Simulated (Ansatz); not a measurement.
KMgH3 (Pm-3m): ε∞ = 3.802, static ε₀ = 8.947, effective LO energy 117 meV, hole mass 0.755 mₑ (band masses from Ansatz (a quantum-chemistry and plane-wave program) with r2SCAN, rigid bands, cell and atoms relaxed with PBEsol; dielectric constants and zone-centre modes from LDA run with Ansatz on its own relaxed cell).

Q: Work out the Fröhlich coupling α = (1/ε∞ − 1/ε₀) √(m Ry/ħω_LO) and what it means for transport at 300 K.

A: 1/ε∞ − 1/ε₀ = 0.151 and √(m × 13.606 eV/ħω) = 9.36, so α = 1.41; in weak coupling the polaron mass is about m(1 + α/6). No mobility is given: intermediate coupling to a stiff mode, where neither simple mobility formula holds.

Model: isotropic Fröhlich coupling of one parabolic band to one effective longitudinal optical (LO) phonon, from the dielectric constants and phonon modes at the zone centre, chosen so that α equals the sum over the polar modes. Acoustic, nonpolar, intervalley and impurity scattering are left out, and they lower the mobility further; with several valleys or bands the averaged mass is a rough stand-in. Semilocal functionals tend to overestimate ε∞, which makes α low and the mobility high.

Formula and space group known from diffraction (Crystallography Open Database), not checked to be the room-temperature form: KMgH3 (Pm-3m).
